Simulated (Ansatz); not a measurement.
The starting structures come from a database of crystals and need not be the phases stable at ambient conditions.

The decay constant κ of evanescent states in the gap governs leakage through a thin film.

Here is the system:

```
PtCl2
1.0
    3.45619     0.00000     0.00000
    0.00000    11.63378     0.08033
    0.00000    -1.15376     3.43733
Pt Cl
2 4
Direct
  0.50000   0.00000   0.00000
  0.00000   0.50000   0.00000
  0.00000   0.86119   0.81176
  0.00000   0.13881   0.18824
  0.50000   0.63881   0.08937
  0.50000   0.36119   0.91063
```

Space group of this cell: Pnnm. The cell was relaxed by PBE-D3(BJ); by PBEsol its mean pressure is -1.9 GPa.

Transport runs along the normal of the first two printed cell vectors.

The gap is the functional's own, uncorrected, and κ follows it; spin-orbit coupling is left out. Mid-gap values are interpolated between the computed energies.

Q: State the band gap and the smallest decay constant κ at mid-gap according to PBEsol (Ansatz, an electronic-structure program).

A: Gap 0.63 eV on a 10×10×10 mesh; κ = 0.183 1/Å, at (0.500, 0.500) of the in-plane reciprocal vectors. At the zone centre, at the nearest computed energy, the slowest state has κ = 0.21 1/Å.
